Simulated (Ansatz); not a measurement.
For PbSnS₂ (Pmc2₁, No. 26, 8 atoms in the cell; start mp-1218951), LDA (Ansatz, an electronic-structure program, PAW) gives:

```
Property                Value
---------------  ------------
bulk modulus B0      45.8 GPa
cohesive energy  4.38 eV/atom
band gap              0.69 eV
```

Problem. What does PBEsol in Ansatz (plane waves, PAW) give for the same quantities?

Solution. 
- bulk modulus: 39.5 GPa (falls by 14 %)
- cohesive energy: 3.93 eV/atom (decreases by 0.45 eV/atom)
- band gap: 0.71 eV (is nearly the same)

Changes are worked out from the printed values.

Unless a cell is named, each level is at its own relaxed cell (LDA 23.57, PBEsol 24.35 Å³/atom).

Levels without +SOC leave out spin–orbit coupling, which shifts energies and cells of such heavy elements.

Levels without +SOC have no spin–orbit coupling; where heavier elements are present it shifts gaps, mostly down, and can invert bands. Density-functional gaps are differences of (generalised) Kohn–Sham levels.

Caveats: the bulk modulus is −V dP/dV from two relaxed cells at ±2 % in volume (LDA, PBEsol); the relaxation could not lower the start's symmetry, so the cell can be a saddle point above a distorted one (LDA, PBEsol). Ansatz's density-functional and Hartree–Fock values are scalar-relativistic unless marked +SOC, with PAW data made under PBE.

A start named mp-… is a Materials Project structure, which need not be a measured phase.
